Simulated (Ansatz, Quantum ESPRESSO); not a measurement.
Code comparison for BeMo3 (Pm-3n, 8 atoms in the cell)

Self-consistent single point.

```
CELL_PARAMETERS angstrom
      4.80639     0.00000     0.00000
      0.00000     4.80639     0.00000
      0.00000     0.00000     4.80639
ATOMIC_POSITIONS crystal
  Be 0.00000 0.00000 0.00000
  Be 0.50000 0.50000 0.50000
  Mo 0.25000 0.00000 0.50000
  Mo 0.75000 0.00000 0.50000
  Mo 0.50000 0.75000 0.00000
  Mo 0.50000 0.25000 0.00000
  Mo 0.00000 0.50000 0.75000
  Mo 0.00000 0.50000 0.25000
```

All programs got the same cell, k-point mesh and kind of occupations (in Ansatz's words: kpoints.mp_grid.grid = 7 7 7; scf.occupations.method = gaussian; scf.occupations.width = 0.1 eV); potentials, basis and cutoffs are each program's usual ones.

```json
[
 {"code": "Ansatz", "model": "PBEsol, PAW files made with PBE", "pressure (GPa)": "-1.87", "cutoff": "default"},
 {"code": "Quantum ESPRESSO", "model": "PBEsol, GBRV 1.5 ultrasoft (PBESOL) pseudopotentials", "pressure (GPa)": "-2.37", "cutoff": "40 Ry"}
]
```

The spread over the programs that give each value: pressure within 0.50 GPa.

The starting cell comes from a database of computed structures (which also holds hypothetical and non-ambient phases and stackings), without a prior relaxation at this level. Its lattice was rescaled by a random factor within 2.5 % of one. On Ansatz's run: Spin polarisation is off.

Why do the programs differ, and what cannot be compared?

Differences of this kind can come from the potentials, where these differ, and from what each basis and cutoff leave unconverged. The valence holds different numbers of electrons (Ansatz (an electronic-structure program) 88, Quantum ESPRESSO 92). The zero of total energies and Fermi levels follows the potentials and each program's conventions, so they are not compared here. Ansatz's pressure is given at a fixed set of plane waves, as the other plane-wave codes print theirs.

Keys are those of Ansatz 0.2.
